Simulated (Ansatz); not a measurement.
**GaAs, pressure series**

Consider GaAs (space group Pa-3, No. 205; a = 6.9270 Å; a cell from a computed database, its experimental status unchecked).

Cell and atoms are relaxed at each pressure.

All numbers come from Ansatz (an electronic-structure program) PBEsol, spin-orbit coupling left out.

Notes on the quantities. enthalpy: H = E + PV relative to the base's energy.

```json
[
 {"case": "base", "enthalpy": "–", "shortest interatomic distance": "2.425 Å"},
 {"case": "pressure −2 GPa", "enthalpy": "-0.26 eV/atom", "shortest interatomic distance": "…"},
 {"case": "pressure −1 GPa", "enthalpy": "-0.13 eV/atom", "shortest interatomic distance": "2.430 Å"},
 {"case": "pressure 0.3 GPa", "enthalpy": "+0.04 eV/atom", "shortest interatomic distance": "2.423 Å"},
 {"case": "pressure 0.7 GPa", "enthalpy": "+0.09 eV/atom", "shortest interatomic distance": "2.421 Å"},
 {"case": "pressure 1.5 GPa", "enthalpy": "+0.19 eV/atom", "shortest interatomic distance": "2.418 Å"},
 {"case": "pressure 3 GPa", "enthalpy": "+0.38 eV/atom", "shortest interatomic distance": "2.411 Å"},
 {"case": "pressure 5 GPa", "enthalpy": "+0.63 eV/atom", "shortest interatomic distance": "2.403 Å"},
 {"case": "pressure 7.5 GPa", "enthalpy": "+0.93 eV/atom", "shortest interatomic distance": "2.395 Å"},
 {"case": "pressure 10 GPa", "enthalpy": "+1.22 eV/atom", "shortest interatomic distance": "2.386 Å"}
]
```

Task: What belongs in the blanks?

Result: 
- pressure −2 GPa, shortest interatomic distance: 2.436 Å

Load acts through the strain it causes; cell and atoms are relaxed under it. Whether these cells are dynamically stable was not tested. No other phases were tried under pressure. All final runs are without spin polarisation. This is not the structure that GaAs has at room temperature and ambient pressure.
